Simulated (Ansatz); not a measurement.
How far PBE and r2SCAN part for WSi2, biaxial strain +0.51 %, plane normal [001], relaxed out of plane

The parent structure is WSi2 (space group I4/mmm, No. 139; a = 3.2289 Å, c = 7.8697 Å; relaxed with 0.1 eV smearing). Axes: x, y, z lie along a, b, c of the conventional cell.

(Cell as relaxed with PBE.)

Levels (all Ansatz, a program for electronic structure, PAW): PBE (420 eV, no spin-orbit coupling); r2SCAN (500 eV, no spin-orbit coupling).

Each level relaxes its own structure.

| base | PBE | r2SCAN |
|---|---|---|
| volume per atom | 13.67 Å³ | 13.42 Å³ |
| lattice parameter a | 3.229 Å | 3.211 Å |
| band gap | zero | zero |

Modification: biaxial strain +0.51 %, plane normal [001], relaxed out of plane (Cartesian); in-plane vectors clamped, the third vector and the atoms free.

```tsv
quantity	PBE	r2SCAN
pressure (mean of the normal stresses, compression positive)	-1.7 GPa	___
shortest interatomic distance	2.598 Å	___
```

Given the PBE results, estimate those of r2SCAN.


- pressure (mean of the normal stresses, compression positive), r2SCAN: -1.8 GPa
- shortest interatomic distance, r2SCAN: 2.572 Å

PBE's shortest interatomic distance lies 0.026 Å above r2SCAN's (1.0 %). Neither level is exact; r2SCAN is the comparison here, not a measurement.

Whether these cells are dynamically stable was not tested. The final runs are not spin-polarised.
